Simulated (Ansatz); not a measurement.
Data:

```xyz
6
Lattice="2.6935 0.0000 0.0000 0.0000 5.9866 0.0000 0.0000 2.9933 2.9933" Properties=species:S:1:pos:R:3 pbc="T T T"
Si     1.3467     2.9933     0.0000
Si     0.0000     0.0000     0.0000
O      0.0000     2.9933     1.1564
O      0.0000     5.9866     1.8369
O      1.3467     1.1564     0.0000
O      1.3467     4.8302     0.0000
```

Space group of this cell: P4_2/mnm, rutile. The cell is taken as given; by r2SCAN its mean pressure is -9.6 GPa.

All values below come from r2SCAN (plane waves, PAW; Ansatz, an electronic-structure program).

The current runs along the normal of the first two printed vectors; no spin-orbit coupling. Scaled by the factor s: all lengths (ions clamped). Meshes 12×10×10 and 12×6 across the current in all rows.

```
s     mean pressure (GPa)  band gap (eV)
----  -------------------  -------------
0.98                 10.8              ?
1.00                 -9.6           5.97
1.02                -25.1           4.93
```

**Question.** Take the slope of the band gap against ln s from the two given rows, extrapolate to s = 0.98, and say what the run there gives.

**Answer.** Slope = (4.93 − 5.97) / ln 1.02 = -52.5 eV. The line gives 5.97 + (-52.5) × ln 0.98 = 7.03 eV. The run gives 7.09 eV, 0.06 eV over the line, 6 % of the predicted step.
